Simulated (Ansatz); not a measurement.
# How far to go with the k-point mesh: Li₂HfO₃ (Cm, 6 atoms in the cell)

```yaml
crystal:
  lattice:
    - [4.80618, -2.09009, 0.00000]
    - [4.80618, 2.09009, 0.00000]
    - [-0.06897, 0.00000, 3.19758]
  atoms:
    - { symbol: Li, position: [0.65680, 0.65680, 0.52283] }
    - { symbol: Li, position: [0.34331, 0.34331, 0.49281] }
    - { symbol: Hf, position: [0.00000, 0.00000, 0.00000] }
    - { symbol: O, position: [0.85976, 0.85976, 0.49067] }
    - { symbol: O, position: [0.14024, 0.14024, 0.50933] }
    - { symbol: O, position: [0.50000, 0.50000, 0.00000] }
```

Level of theory: PBEsol, default PAW files made with PBE (plane waves; Ansatz, a program for electronic structure).

Base settings: basis.ecutwfc = 30.9 Ry; kpoints.mp_grid.grid = 7 7 8; hamiltonian.xc = pbesol; hamiltonian.pseudopotentials = {kind: paw} (the program's default PAW files); scf.occupations.method = fermi_dirac; scf.occupations.width = 0.0015 Ry.

The second cell is the first with its lattice scaled by 0.98.

Only quantities that move along the ladder and can be compared are tabulated.

The count of work is k-points × plane waves × bands × iterations; it is no time. Core times come from one kind of shared machine, to one figure; runs under 30 s give none.

The starting cell comes from a database of computed structures (which also holds hypothetical and non-ambient phases and stackings), without a prior relaxation at this level. Its lattice was rescaled by up to half a per cent. One atom was moved a little off its site on purpose. Spin-orbit coupling is off. Ansatz's pressure includes its estimate of the finite-basis (Pulay) stress.

```csv
kpoints.mp_grid.grid,free energy less the last step's (meV/atom),energy of the compressed cell less the first (meV/atom),pressure (GPa),largest difference of a force vector from the last step's (eV/Å),gap on the mesh (eV),count of work / last,core time / last (rough)
2 2 2,75.94,17.45,-0.85,0.166,3.997,0.0029,–
2 2 3,38.04,14.46,-1.50,0.021,4.384,0.0029,–
3 3 3,8.87,12.08,-2.04,0.009,4.443,0.0048,–
3 3 4,5.38,12.11,-2.05,0.004,4.080,0.0067,–
4 4 4,2.24,11.87,-2.11,0.003,4.008,0.011,–
4 4 5,0.80,11.73,-2.14,0.002,4.214,0.013,–
5 5 5,0.35,11.72,-2.15,0.002,4.270,0.019,–
5 5 6,0.18,11.67,-2.15,0.000,4.078,0.023,–
6 6 7,0.04,11.69,-2.15,0.000,4.149,0.036,–
7 7 8,0.01,11.69,-2.15,0.000,4.019,0.055,–
8 8 9,0.00,11.69,-2.15,0.000,4.080,0.079,–
8 8 10,0.01,11.67,-2.15,0.000,4.016,0.089,0.1
9 9 11,0.00,11.68,-2.15,0.000,4.066,0.12,0.1
10 10 12,0.00,11.69,-2.15,0.000,4.027,0.16,0.2
11 11 13,0.00,11.68,-2.15,0.000,4.038,0.21,0.2
12 12 15,0.00,11.69,-2.15,0.000,4.040,0.28,0.3
14 14 16,0.00,11.69,-2.15,0.000,4.019,0.40,0.4
15 15 18,0.00,11.69,-2.15,0.000,4.006,0.52,0.5
17 17 20,0.00,11.69,-2.15,0.000,4.010,0.73,0.8
19 19 22,0.00,11.69,-2.15,0.000,4.006,1.0,1
```

Coarsest kpoints.mp_grid.grid that holds the energy of the compressed cell less the first within 0.5 meV/atom of the last step, with all finer ones: 3 3 3, at 0.0048 of the last step's count of work; the step before is off by 2.8 meV/atom.

Coarsest kpoints.mp_grid.grid that holds the free energy within 2 meV/atom of the last step, with all finer ones: 4 4 5, at 0.013 of the last step's count of work; the step before is off by 2.2 meV/atom.

The energy difference between the two cells stays within 1 meV/atom of the last step's from 3 3 3 on, the total only from 4 4 5 on: much of the error is common to both cells and cancels.

The gap on the mesh jumps up and down from mesh to mesh; it is no smooth measure of convergence.

Keys are those of Ansatz 0.2.
